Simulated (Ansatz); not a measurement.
Base system: Mg$_{2}$Ge in the anti-fluorite structure (space group Fm-3m, No. 225; a = 6.286 Å).

The values are results of Ansatz (a first-principles code) LDA, without spin-orbit coupling, not measurements.

Before the change:

The width of the top valence band comes out as 2.79 eV, the lattice parameter a is 6.286 Å and the band gap is 0.10 eV.

The change: a negative pressure, −1 GPa.

Problem. Predict the new width of the top valence band.

Solution. The width of the top valence band shrinks by 0.04 eV to 2.75 eV.

Problem. How does this affect the lattice parameter a?

Solution. The lattice parameter a goes up by 0.039 Å (6.286 Å → 6.325 Å).

Problem. Predict the new band gap.

Solution. The band gap goes up by 0.02 eV (0.10 eV → 0.12 eV).

Load acts through the strain it causes; cell and atoms are relaxed under it. Stability against distortions was not tested. A zero or small gap of Mg2Ge can be the functional's error rather than a property of the material.
